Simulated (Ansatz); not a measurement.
Start from TlBr in the CsCl type structure (space group Pm-3m, No. 221).

```
CELL_PARAMETERS angstrom
      3.83953     0.00000     0.00000
      0.00000     3.83953     0.00000
      0.00000     0.00000     3.83953
ATOMIC_POSITIONS crystal
  Tl 0.00000 0.00000 0.00000
  Br 0.50000 0.50000 0.50000
```

Cartesian axes are those of the cell as printed.

Method: LDA/PAW in Ansatz (a quantum-chemistry and plane-wave program), without spin-orbit coupling.

Before the change:

* **Band gap**: 1.37 eV

Perturbation: tensile biaxial strain of 0.83 % in the plane normal to [111], as in epitaxy on a mismatched substrate; the out-of-plane cell vector and the atoms relax.

### Question
Predict the new energy relative to the base.

### Answer
The energy increases by 0.6 meV/atom.

### Question
What does the calculation give for the ratio −ε⊥/ε∥ after the change?

### Answer
The ratio −ε⊥/ε∥ comes out as 0.91.

### Question
How does this affect the band gap?

### Answer
The band gap rises by 0.02 eV (1.37 eV → 1.39 eV).

Spin-orbit coupling, missing from the scalar runs, can matter with Tl. No phonon test of stability was made.
